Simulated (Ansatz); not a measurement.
## AlN under a change: Al vacancy, symmetric start

Take a 16-atom supercell of AlN in the zinc blende structure (space group F-43m, No. 216; a = 4.3695 Å) at its relaxed geometry as the base.

Perturbation: one Al atom is removed, atoms relaxed at fixed cell.

Level of theory: r2SCAN (Ansatz, a first-principles code), spin-orbit coupling left out, earlier PAW set. k-mesh 5×5×5 (Γ-centred); smearing 0.01 eV (Fermi–Dirac).

The pressure goes from zero to 4.4 GPa and the energy gained by relaxation is 1.01 eV.

Final structure:

```
Al7N8
1.0
    0.00000     4.36954     4.36954
    4.36954     0.00000     4.36954
    4.36954     4.36954     0.00000
N Al
8 7
Direct
  0.37489   0.37489   0.37489
  0.37489   0.37489   0.87533
  0.37489   0.87533   0.37489
  0.41277   0.86241   0.86241
  0.87533   0.37489   0.37489
  0.86241   0.41277   0.86241
  0.86241   0.86241   0.41277
  0.86241   0.86241   0.86241
  0.00380   0.00380   0.49620
  0.00380   0.49620   0.00380
  0.00380   0.49620   0.49620
  0.49620   0.00380   0.00380
  0.49620   0.00380   0.49620
  0.49620   0.49620   0.00380
  0.50000   0.50000   0.50000
```

Other magnetic orders, which the real material may have, were not ruled out. In so small a cell the defect repeats every few ångströms: this is an ordered compound, not a dilute defect. The defect started on the symmetric site and kept its symmetry, so it may sit on a saddle. The defect cell is spin-polarised and ends with 3.0 μB. This is not the structure that AlN has at room temperature and ambient pressure.
